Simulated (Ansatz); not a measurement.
The starting structures come from a database of crystals and need not be the phases stable at ambient conditions.

By PBEsol, the system below comes out a metal.

The ballistic (Sharvin) conductance counts the channels at the Fermi level: G/A = (e²/h) × channels of both spins per area.

Given:

```
CELL_PARAMETERS angstrom
      3.95460     0.00000     0.00000
      0.00000     4.28256     0.00000
      0.00000     2.14128     5.36220
ATOMIC_POSITIONS crystal
  Y  0.75000 0.13861 0.72278
  Y  0.25000 0.86139 0.27722
  Ge 0.75000 0.41562 0.16876
  Ge 0.25000 0.58438 0.83124
```

Space group of this cell: Cmcm. The cell is taken as given; by PBEsol its mean pressure is -2.5 GPa.

The current flows along the normal of the first two printed cell vectors. No spin-orbit coupling; the value is a mean over 0.1 eV about the Fermi level.

Question: State the ballistic conductance per area according to PBEsol in Ansatz (an electronic-structure program).

Answer: 0.29 × 10¹⁵ S/m² for both spins.
